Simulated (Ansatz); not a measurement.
The starting structures come from a database of crystals and need not be the phases stable at ambient conditions.

Tunnelling through a barrier is set by its complex band structure: the current falls as exp(−2κd) with the smallest κ.

Here is the system:

```xyz
20
Lattice="7.9584 0.0000 0.0000 0.0000 7.9691 0.0000 0.0045 3.9846 3.9420" Properties=species:S:1:pos:R:3 pbc="T T T"
Na     3.9792     1.9676     0.0000
Na     3.9792     6.0015     0.0000
La     0.0000     6.0071     0.0000
La     0.0000     1.9620     0.0000
Mg     5.9218     7.9691     1.9860
Mg     2.0412     3.9846     1.9560
W      5.8764     3.9846     1.9836
W      2.0866     7.9691     1.9584
O      4.0630     3.9846     1.5587
O      3.9000     7.9691     2.3833
O      1.5006     7.9691     3.8687
O      6.4623     3.9846     0.0733
O      6.1390     5.9147     1.9600
O      1.8240     6.0390     1.9820
O      1.8240     9.8992     1.9820
O      6.1390     2.0544     1.9600
O      5.6271     3.9846     3.8726
O      2.3359     7.9691     0.0694
O      0.0479     7.9691     1.5232
O      7.9150     3.9846     2.4188
```

Space group of this cell: C2/m. The cell is taken as given; by r2SCAN its mean pressure is -7.5 GPa.

Transport runs along the normal of the first two printed cell vectors.

No gap correction and no spin-orbit coupling; mid-gap values are interpolated between computed energies.

Problem. Compute, with Ansatz (a program for electronic structure) with r2SCAN, the band gap and the smallest decay constant κ at mid-gap.

Solution. Gap 3.33 eV on a 4×8×8 mesh; κ = 0.412 1/Å, at the zone centre.
